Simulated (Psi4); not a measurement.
Psi4 1.11, unrestricted BP86/def2-svp: Ti(Cl)2(O) cation ([O]=[Ti]([Cl])[Cl]), charge +1, multiplicity 2, 4 atoms. The geometry is a generated start, not checked to be a minimum at this level.

| Property | Value |
|---|---|
| task | energy |
| method | bp86 |
| basis | def2-svp |
| memory | 3 GB |
| maxiter | 100 |
| keys of the molecule block | symmetry c1 |
| scf_type | df (default) |
| guess | auto, which took SAD (default) |
| scf_initial_accelerator | adiis (default) |
| e_convergence | 1e-06 (default) |
| d_convergence | 1e-06 (default) |
| dft_radial_points | 75 (default) |
| dft_spherical_points | 302 (default) |
| basis functions | 81 |
| grid points | 87835 |

```xyz
4

Ti    -0.3341    -0.3670    -0.3314
Cl     1.7508    -0.1358    -0.7730
Cl    -0.3995    -0.5125     1.8099
O     -1.0171     1.0153    -0.7055
```

Charge 1 and multiplicity 2 are set for this test and not shown to be the ground state.

One run each on 2 threads. Values of diis_max_vecs tried: 3, 6, 10 (default), 20.

### Question
Predict the course of the SCF iterations along this series.

### Answer
Fewest SCF iterations, within one of each other: 10 (default) with 16, 20 with 16. The count rises to 18 at 6. The run ends without SCF convergence in 100 iterations at 3.

```json
[
 {"diis_max_vecs": "3", "SCF iterations": "100", "end": "no convergence"},
 {"diis_max_vecs": "6", "SCF iterations": "18", "end": "same solution"},
 {"diis_max_vecs": "10 (default)", "SCF iterations": "16", "end": "same solution"},
 {"diis_max_vecs": "20", "SCF iterations": "16", "end": "same solution"}
]
```
